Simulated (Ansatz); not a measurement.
**What isotropic strain −1.50 % does to ZrSe2**

The reference is ZrSe$_{2}$ in the CdI2 type structure (space group P-3m1, No. 164; a = 3.6598 Å, c = 5.8412 Å; layered, stacked along the Cartesian z axis; relaxed with 0.1 eV smearing).

Perturbation: the cell is scaled by 0.9850 in all directions; the atoms relax in the strained cell.

The values are results of PBEsol-D3(BJ)/PAW in Ansatz (a program for electronic structure), spin-orbit coupling left out, not measurements. Settings: 18×18×10 k-points, 0.1 eV Fermi–Dirac smearing.

The volume per atom shrinks by 1.001 Å³ (22.59 Å³ → 21.58 Å³) and the shortest interatomic distance shrinks by 0.015 Å (2.655 Å → 2.640 Å). The energy increases by 7.2 meV/atom and the pressure (mean of the normal stresses, compression positive) goes from zero to 2.4 GPa. The band gap remains zero.

No phonon test of stability was made. The final runs are not spin-polarised. A zero or small gap of ZrSe2 can be the functional's error rather than a property of the material.
